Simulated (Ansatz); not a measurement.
SiO₂ (P4₁2₁2, No. 92)

Calculation: BLYP (Ansatz, a program for electronic structure, PAW).

Run with plane-wave cutoff 520 eV, 8×8×6 k mesh (along the axes of the cell as run), Fermi–Dirac smearing 0.01 eV, scalar-relativistic PAW data made under PBE.

Cell: measured lattice: a = 4.9570 Å, b = 4.9570 Å, c = 6.8903 Å, α = 90.00°, β = 90.00°, γ = 90.00°.

* **band gap**: 5.79 eV (direct)

Note: cell and atoms aren't relaxed at this level (largest force component 0.49 eV/Å, pressure 7.3 GPa).

Static lattice: no zero-point or thermal effects.
